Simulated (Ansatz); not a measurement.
**Point defect Si on the Ga site (Si_Ga) in beta Ga2O3**

Method: PBE, PAW (plane waves to 420 eV; Ansatz, a quantum-chemistry and plane-wave program). Cell: 160 sites, 1×4×2 repeats of a cell of 20 atoms; final energies on a Γ-point mesh. Site at the start: the Ga(2) site. Energies of charged states are corrected for periodic images (point charge plus alignment at distant sites). Dielectric constants: PBE linear response of the host. Host gap at this level: 2.00 eV. Zone-centre sampling of a cell this small can put levels off by half an eV or more. PBE underestimates the host's gap, which shifts levels and can delocalise carriers. Spin–orbit coupling is left out. Each state is the lowest found from its start.

Formation energies E_f are given with the Fermi level at the valence-band maximum. Chemical conditions: Ga-rich (Δμ(Ga) = 0.00 eV, Δμ(Si) = -2.27 eV, bounded by alpha cristobalite; only phases computed here count, gases as isolated molecules at 0 K); O-rich (Δμ(Ga) = -4.56 eV, Δμ(Si) = -8.35 eV, bounded by alpha cristobalite; only phases computed here count, gases as isolated molecules at 0 K). Reference phases: Ga: alpha gallium, Si: silicon.

Charges with a result: +1, 0, −1. Others weren't obtained, and one of them could lie lower, also by skipping a charge.

```csv
charge,moment (μB),point group,largest move off a lattice site (Å),image correction with alignment (eV),"E_f, Ga-rich (eV)","E_f, O-rich (eV)"
+1,not spin-polarised,Cs,0.20,0.10,-1.02,0.49
0*,quenched,–,0.20,–,–,–
−1*,not spin-polarised,Cs,0.20,–,–,–
```

* At this level the carrier isn't localised at the defect: at charge 0 electrons occupy the conduction band; at charge −1 electrons occupy the conduction band. Such a state is shallow or no state of the defect, and this cell gives it no level.

Point groups are those of the whole cell at tolerances of 0.03 and 0.1 Å ("near" where only the looser one holds); none is given for unsettled states.

Starting moments that weren't kept: charge 0 began with 1 μB and ended with 0.0.

Not the lowest form: the same atoms on another site or from another start ended lower, by 0.78 eV at charge +1.

Flagged in the runs: a host whose relaxation on this sampling wasn't shown to rest, zone-centre sampling.
